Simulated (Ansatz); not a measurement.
## Response to strain in W

The parent structure is W in the bcc (W type) structure (space group Im-3m, No. 229; a = 3.154 Å; relaxed with 0.1 eV smearing). Axes: x, y, z lie along the cube axes.

Strains are applied to the cell and any free atomic positions relax; under biaxial strain the out-of-plane vector relaxes too.

All numbers come from Ansatz (a quantum-chemistry and plane-wave program) PBEsol, without spin-orbit coupling.

Notes on the quantities. energy relative to the base: free energy F.

| change | volume per atom | energy relative to the base |
|---|---|---|
| base | 15.69 Å³ | 0 meV/atom |
| biaxial strain −3.00 %, plane normal [001], relaxed out of plane | 15.15 Å³ | +54 meV/atom |
| biaxial strain −2.50 %, plane normal [001], relaxed out of plane | 15.24 Å³ | +38 meV/atom |
| biaxial strain −1.50 %, plane normal [001], relaxed out of plane | 15.41 Å³ | +13 meV/atom |
| biaxial strain −1.00 %, plane normal [001], relaxed out of plane | 15.50 Å³ | +5.9 meV/atom |
| biaxial strain −0.50 %, plane normal [001], relaxed out of plane | 15.60 Å³ | +1.5 meV/atom |
| biaxial strain +1.50 %, plane normal [001], relaxed out of plane | 15.98 Å³ | +13 meV/atom |
| biaxial strain +2.00 %, plane normal [001], relaxed out of plane | ? | ? |
| biaxial strain +2.50 %, plane normal [001], relaxed out of plane | 16.18 Å³ | +34 meV/atom |
| biaxial strain +3.00 %, plane normal [001], relaxed out of plane | 16.28 Å³ | +49 meV/atom |

Question: Some entries are withheld; estimate them.

Answer: 
- biaxial strain +2.00 %, plane normal [001], relaxed out of plane, volume per atom: 16.08 Å³
- biaxial strain +2.00 %, plane normal [001], relaxed out of plane, energy relative to the base: +22 meV/atom

Stability against distortions was not tested. The final runs are not spin-polarised.
